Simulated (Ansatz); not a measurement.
Mo: biaxial strain +1.50 %, plane normal [001], relaxed out of plane

Take Mo in the bcc (W type) structure (space group Im-3m, No. 229; a = 3.112 Å; relaxed with 0.1 eV smearing) as the base. Axes: x, y, z lie along the cube axes.

One thing is altered: tensile biaxial strain of 1.50 % in the plane normal to [001], as in epitaxy on a mismatched substrate; the out-of-plane cell vector and the atoms relax.

The values are results of LDA (Ansatz, a quantum-chemistry and plane-wave program), without spin-orbit coupling, not measurements. k-mesh 30×30×30 (Γ-centred); smearing 0.1 eV (Fermi–Dirac).

Volume per atom: 15.36 Å³ (base 15.06 Å³)
Space group: I4/mmm (No. 139) (base Im-3m (No. 229))
Shortest interatomic distance: 2.713 Å (base 2.695 Å)
Energy relative to the base (free energy F): +12 meV/atom
Band gap: zero (base zero)
Out-of-plane strain: -1.02 %
Ratio −ε⊥/ε∥: 0.68
Mean in-plane stress (compression positive): -8.1 GPa

Final structure (turned so that z lies along the plane normal):

```yaml
crystal:
  lattice:
    - [3.15820, 0.00000, 0.00000]
    - [0.00000, 3.15820, 0.00000]
    - [1.57910, -1.57910, 1.53992]
  atoms:
    - { symbol: Mo, position: [0.00000, 0.00000, 0.00000] }
```

Cost of the whole job for the changed cell (relaxation, final SCF and bands): very roughly 110 core-seconds.

No phonon test of stability was made. All final runs are without spin polarisation.
